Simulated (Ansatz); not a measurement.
An Ansatz (a quantum-chemistry and plane-wave program) input (HSE06 in Ansatz (plane waves to 420 eV, PAW, scalar-relativistic without spin-orbit coupling)):

Ansatz 0.2 input:
```yaml
crystal:
  lattice:
    - [4.1869873566, 0, 0]
    - [-2.0934936783, 3.6260374161, 0]
    - [0, 0, 6.897793747]
  atoms:
    - { symbol: Cu, position: [0.6666666667, 0.3333333333, 0.873727055] }
    - { symbol: Cu, position: [0.3333333333, 0.6666666667, 0.373727055] }
    - { symbol: I, position: [0.6666666667, 0.3333333333, 0.501272945] }
    - { symbol: I, position: [0.3333333333, 0.6666666667, 0.001272945] }
basis: { ecutwfc: 420, ecutrho_ratio: 4, xc_grid: 2, fft_grid_basis: typed }
kpoints: { mp_grid: { grid: [6, 6, 4] } }
hamiltonian:
  xc: hse06
  dispersion: none
  pseudopotentials: { kind: paw }
scf: { occupations: { method: fermi_dirac, width: 0.01 } }
output: { eigenvalues: true, eigenstates: { kpoints: [[0, 0, 0], [0, 0, 0.5], [0.5, 0, 0.5]] } }
```

Which symmetry and how many k-points will the program report, and about how many plane waves at Γ?

Space group P63mc (ITA 186) with 12 operations, k-points 21 of 144, and 2033 plane waves at Γ.

Single points use the geometry relaxed with PBEsol. Stability against distortions was not tested. The final runs are not spin-polarised. The cell is CuI in the wurtzite structure (space group P6_3mc, No. 186). This is not the structure that CuI has at room temperature and ambient pressure.
